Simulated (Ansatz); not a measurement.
**BeS: biaxial strain −1.50 %, plane normal [001], relaxed out of plane**

The reference is BeS in the zinc blende structure (space group F-43m, No. 216; a = 4.869 Å). Axes: x, y, z lie along the cube axes.

Now apply this change: biaxial strain −1.50 %, plane normal [001], relaxed out of plane (Cartesian); in-plane vectors clamped, the third vector and the atoms free.

Method: r2SCAN, PAW, 500 eV (Ansatz, a program for electronic structure; no SOC). Γ-centred 12×12×12 mesh, Fermi–Dirac width 0.05 eV.

| quantity | base | changed | shift |
|---|---|---|---|
| volume per atom | 14.43 Å³ | 14.16 Å³ | -0.27 Å³ |
| space group | F-43m (No. 216) | I-4m2 (No. 119) | – |
| energy relative to the base (free energy F) | 0 meV/atom | +3.8 meV/atom | +3.8 meV/atom |
| pressure (mean of the normal stresses, compression positive) | 0.00 GPa | 1.89 GPa | +1.897 GPa |
| band gap | 3.59 eV | 3.42 eV | -0.165 eV |
| gap character | – | indirect, Γ → X | – |
| smallest direct gap | 6.22 eV | 6.16 eV | -0.066 eV |
| electron mass | 0.79 mₑ along k, 0.29 mₑ across (at X) | 0.77 mₑ along k, 0.29 mₑ across (at X) | – |
| valence-band top at Γ (three highest levels, from the VBM) | 0.00, 0.00, 0.00 eV | 0.00, 0.00, -0.16 eV | – |
| valley order (the lowest conduction-band minima on the path, energy above the VBM, named in the base's zone) | X along ⟨100⟩ 3.59 eV | X along [010] 3.42 eV; X along [001] 3.64 eV | – |
| out-of-plane strain | – | +1.14 % | – |
| ratio −ε⊥/ε∥ | – | 0.76 | – |
| mean in-plane stress (compression positive) | – | +2.8 GPa | – |

Final structure (turned so that z lies along the plane normal):

```
BeS
1.0
    3.39100     0.00000     0.00000
    0.00000     3.39100     0.00000
    1.69550    -1.69550     2.46214
Be S
1 1
Direct
  0.00000   0.00000   0.00000
  0.75000   0.75000   0.50000
```

Effective masses come from finite differences of ±0.01 Å⁻¹. Along k means along the line from Γ to the band edge. No phonon test of stability was made. k-point labels follow each cell's own Brillouin zone.
